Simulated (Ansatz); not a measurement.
Worked example: self-consistent single point of La (P3m1, 4 atoms in the cell) in Ansatz (a quantum-chemistry and plane-wave program).

Method: PBEsol, default PAW files made with PBE (plane waves; Ansatz).

The change in words: lattice scaled by 0.98; basis.ecutwfc: 30.9 Ry → 46.3 Ry. Reference geometry:
```yaml
crystal:
  lattice:
    - [1.87557, -3.24859, 0.00000]
    - [1.87557, 3.24859, 0.00000]
    - [0.00000, 0.00000, 12.09920]
  atoms:
    - { symbol: La, position: [0.00000, 0.00000, 0.50413] }
    - { symbol: La, position: [0.00000, 0.00000, 0.00000] }
    - { symbol: La, position: [0.33333, 0.66667, 0.25000] }
    - { symbol: La, position: [0.66667, 0.33333, 0.75000] }
```

Reference input (self-consistent single point, DFT, PBEsol, plane waves, default PAW files made with PBE): basis.ecutwfc = 30.9 Ry; kpoints.mp_grid.grid = 8 8 2; hamiltonian.xc = pbesol; hamiltonian.pseudopotentials = {kind: paw} (the program's default PAW files); scf.occupations.method = fermi_dirac; scf.occupations.width = 0.0073 Ry. This run's input differs from it in these lines:

Ansatz 0.2 input:
```diff
@@ -3,5 +3,5 @@
   lattice:
-    - [1.875575, -3.248591, 0.000000]
-    - [1.875575, 3.248591, 0.000000]
-    - [0.000000, 0.000000, 12.099200]
+    - [1.838063, -3.183619, 0.000000]
+    - [1.838063, 3.183619, 0.000000]
+    - [0.000000, 0.000000, 11.857216]
   atoms:
@@ -12,3 +12,3 @@
 basis:
-  ecutwfc: 30.9 Ry
+  ecutwfc: 46.3 Ry
 kpoints:
```

The program printed (abridged):

```
SCF iter   1: F=—  HF=-24645.211025 eV  |F-HF|=—  |Δ(HF+E_count)|=         —  Δρ=3.81e-3  dr2=2.41e-2  ethr=1.77e-3  ⟨swp⟩=6.2  Hψ=2655  notcnv=0
all-band conjugate gradients solve this SCF's bands
preconditioner: auto → Kerker (q_TF=auto, 2.253 Å⁻¹)
SCF iter   2: F=—  HF=-24645.207691 eV  |F-HF|=—  |Δ(HF+E_count)|=   3.33e-3  Δρ=2.37e-3  dr2=8.88e-3  ethr=5.48e-5  ⟨swp⟩=2.4  Hψ=1084  notcnv=0
SCF iter   3: F=—  HF=-24645.206733 eV  |F-HF|=—  |Δ(HF+E_count)|=   9.59e-4  Δρ=4.47e-4  dr2=6.78e-4  ethr=2.02e-5  ⟨swp⟩=1.8  Hψ=795  notcnv=0
SCF iter   4: F=—  HF=-24645.206672 eV  |F-HF|=—  |Δ(HF+E_count)|=   6.08e-5  Δρ=1.51e-4  dr2=4.84e-5  ethr=1.54e-6  ⟨swp⟩=1.5  Hψ=566  notcnv=0
SCF iter   5: F=—  HF=-24645.206699 eV  |F-HF|=—  |Δ(HF+E_count)|=   2.67e-5  Δρ=3.51e-5  dr2=1.15e-6  ethr=1.10e-7  ⟨swp⟩=2.1  Hψ=689  notcnv=0
SCF iter   6: F=—  HF=-24645.206699 eV  |F-HF|=—  |Δ(HF+E_count)|=   1.90e-7  Δρ=8.33e-6  dr2=1.21e-7  ethr=2.27e-10  ⟨swp⟩=11.2  Hψ=2787  notcnv=0
SCF iter   7: F=-24645.206699 eV  HF=-24645.206699 eV  |F-HF|=1.64e-8  |Δ(HF+E_count)|=   2.52e-9  Δρ=2.41e-6  dr2=2.18e-8  ethr=2.27e-10  ⟨swp⟩=6.3  Hψ=2304  notcnv=0
SCF 1 converged in 7 iterations: F = -24645.206699 eV  dr2 = 2.18e-8
Free energy (F): -24645.206699 eV
Internal energy: -24645.019272 eV  (E = F + TS)
E sigma→0 (E₀):  -24645.112986 eV
Entropy (-TS):   -0.187426 eV (-46.857 meV/atom)
Fermi energy:    11.788406 eV
--- Forces (eV/Å), atoms counted from 1 ---
  atom   1  La    -0.00000000    -0.00000000    -0.10601320
  atom   2  La     0.00000000    -0.00000000     0.02415165
  atom   3  La    -0.00000000     0.00000000     0.03776625
  atom   4  La    -0.00000000     0.00000000     0.04409867
--- Stress (GPa, compression-positive) ---
       -0.550173       0.000000      -0.000000
        0.000000      -0.550173       0.000000
       -0.000000      -0.000000      -0.417683
  P = ⅓ Tr σ = -0.5060 GPa (-5.060 kbar)
  The stress holds the Pulay correction. Without it, at fixed plane waves, as pw.x and ABINIT print it: P = -0.5067 GPa
```

The run converged in 7 iterations. Against the reference run the free energy falls by 17.0 meV/atom, the pressure goes from -1.92 to -0.51 GPa and the largest force goes from 0.092 to 0.106 eV/Å.

The starting cell has typed, rounded lattice constants, without a prior relaxation at this level. Its lattice was rescaled by up to half a per cent. One atom was moved a little off its site on purpose. For this run, on top of that: lattice scaled by 0.98. Ansatz's pressure includes its estimate of the finite-basis (Pulay) stress.
